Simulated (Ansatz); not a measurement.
Take BN in the zinc blende structure (space group F-43m, No. 216; a = 3.606 Å) as the base.

Calculations: plane-wave PAW DFT at the PBEsol level (Ansatz, an electronic-structure program, 420 eV), scalar-relativistic without spin-orbit coupling.

| level | band gap | lattice parameter a |
|---|---|---|
| PBEsol | 4.30 eV | 3.606 Å |

Measured: band gap 6.2 eV (room temperature; as listed in arXiv:1206.3780); lattice parameter a 3.593 Å (static lattice; corrected from measurement; as listed in Tamar Goldzak et al., The Journal of Chemical Physics (2022)).

Computed minus measured — band gap: PBEsol -1.90 eV; lattice parameter a: PBEsol +0.4 %. Measured values not marked as corrected hold thermal and zero-point effects that the static-lattice runs lack. A measured gap can be an optical one, lowered by exciton binding.

Stability against distortions was not tested.
